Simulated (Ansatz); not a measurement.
The structure below was relaxed with Kohn–Sham DFT with the PBEsol functional, run in Ansatz (a quantum-chemistry and plane-wave program) with PAW and 420 eV plane waves, scalar-relativistic without spin-orbit coupling.

```
CELL_PARAMETERS angstrom
      3.55183     0.00000     0.00000
      0.00000     3.55183     0.00000
      0.00000     0.00000     3.55183
ATOMIC_POSITIONS crystal
  Y  0.00000 0.00000 0.00000
  Nb 0.50000 0.50000 0.50000
```

Q: Find the space group and the Wyckoff positions.

A: Space group Pm-3m (No. 221); a = b = c = 3.552 Å, α = β = γ = 90.00°

```
atom  site  symmetry       x       y       z
----  ----  --------  ------  ------  ------
Y       1a      m-3m  0.0000  0.0000  0.0000
Nb      1b      m-3m  0.5000  0.5000  0.5000
```

Q: Describe the coordination.

A: The crystal has 2 atoms in its conventional cell. Cell: a = 3.552 Å, b = 3.552 Å, c = 3.552 Å, α = 90.00°, β = 90.00°, γ = 90.00°. Y has 8 Nb at 3.076 Å and 6 Y at 3.552 Å. Nb is surrounded by 8 Y at 3.076 Å and 6 Nb at 3.552 Å. (Neighbours: up to the widest gap in distance over summed covalent radii, below 1.35, at either atom.)

These are small ordered cells, not random alloys; other orderings at the same x differ. Stability against distortions was not tested. The final runs are not spin-polarised. The cell was made from Nb by this change: x(Y) = 0.5, 2 atoms, Pm-3m. YNb has a high density of states at the Fermi level and may be magnetic at this level.
